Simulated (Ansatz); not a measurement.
**LiNbO3, pressure series**

The reference is LiNbO3 (space group R3c, No. 161; a = 5.190 Å, c = 14.016 Å (hexagonal axes)).

Cell and atoms are relaxed at each pressure.

Computed with PBE, PAW, 420 eV (Ansatz, a quantum-chemistry and plane-wave program; no SOC), earlier PAW set.

Notes on the quantities. enthalpy: H = E + PV relative to the base's energy.

```
change             smallest direct gap       enthalpy  lattice parameter a  band gap
-----------------  -------------------  -------------  -------------------  --------
base                           3.59 eV              –              5.190 Å   3.54 eV
pressure 0.9 GPa               3.60 eV  +0.06 eV/atom              5.174 Å   3.55 eV
pressure 22.5 GPa              3.73 eV  +1.41 eV/atom              4.920 Å   3.68 eV
pressure 30 GPa                3.70 eV  +1.84 eV/atom              4.862 Å   3.66 eV
```

Load acts through the strain it causes; cell and atoms are relaxed under it. Whether these cells are dynamically stable was not tested. Competing high-pressure phases were not computed.
